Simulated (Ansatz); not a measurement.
The starting structures come from a database of crystals and need not be the phases stable at ambient conditions.

 Where the default PAW files enter, the runs use the earlier of Ansatz's two default sets.

Consider the following.

```xyz
12
Lattice="3.3336 0.0000 0.0000 0.0000 5.5564 0.0000 0.0000 0.0000 6.5050" Properties=species:S:1:pos:R:3 pbc="T T T"
Hf     2.5002     4.1746     0.7017
Hf     0.8334     1.3818     5.8033
Hf     0.8334     4.1600     3.9542
Hf     2.5002     1.3964     2.5508
O      0.8334     5.4409     2.2211
O      2.5002     0.1155     4.2839
O      2.5002     2.8937     5.4736
O      0.8334     2.6627     1.0314
O      0.8334     4.7813     6.0067
O      2.5002     0.7751     0.4983
O      2.5002     3.5533     2.7542
O      0.8334     2.0031     3.7508
```

Space group of this cell: Pnma. The cell is taken as given; by r2SCAN its mean pressure is -3.3 GPa.

Calculation: r2SCAN (plane waves, PAW; Ansatz, a quantum-chemistry and plane-wave program).

The current runs along the normal of the first two printed vectors; no spin-orbit coupling. Scaled by the factor s: all lengths (ions clamped). Meshes 10×6×6 and 10×6 across the current in all rows.

```
s     mean pressure (GPa)  band gap (eV)
----  -------------------  -------------
0.98                 16.0           4.12
1.00                 -3.3           3.98
1.02                -18.1              ?
```

### Question
Take the slope of the band gap against ln s from the two given rows, extrapolate to s = 1.02, and say what the run there gives.

### Answer
Slope = (4.12 − 3.98) / ln 0.98 = -6.93 eV. The line gives 3.98 + (-6.93) × ln 1.02 = 3.84 eV. The run gives 3.83 eV, 0.01 eV under the line, 9 % of the predicted step.
